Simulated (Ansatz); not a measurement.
# Pressure series in NbN

Base system: NbN in the rock salt structure (space group Fm-3m, No. 225; a = 4.4213 Å).

Cell and atoms are relaxed at each pressure.

The values are results of PBE/PAW in Ansatz (an electronic-structure program), no spin-orbit coupling, not measurements.

Two rows of this table had their results exchanged by mistake.

| pressure | volume per atom (Å³) | shortest distance (Å) | band gap |
|---|---|---|---|
| pressure −2 GPa | 10.87 | 2.215 | zero |
| pressure −1 GPa | 10.84 | 2.213 | zero |
| pressure 1.8 GPa | 10.74 | 2.206 | zero |
| pressure 4.2 GPa | 10.66 | 2.201 | zero |
| pressure 9 GPa | 10.51 | 2.190 | zero |
| pressure 18 GPa | 10.25 | 2.172 | zero |
| pressure 30 GPa | 9.36 | 2.108 | zero |
| pressure 45 GPa | 9.64 | 2.128 | zero |
| pressure 60 GPa | 9.96 | 2.151 | zero |

Q: Which two?

A: The rows for pressure 30 GPa and pressure 60 GPa: the volume has to fall steadily with pressure, so 9.96 Å³ belongs to pressure 30 GPa and 9.36 Å³ to pressure 60 GPa.

Load acts through the strain it causes; cell and atoms are relaxed under it. Stability against distortions was not tested. No other phases were tried under pressure. All final runs are without spin polarisation.
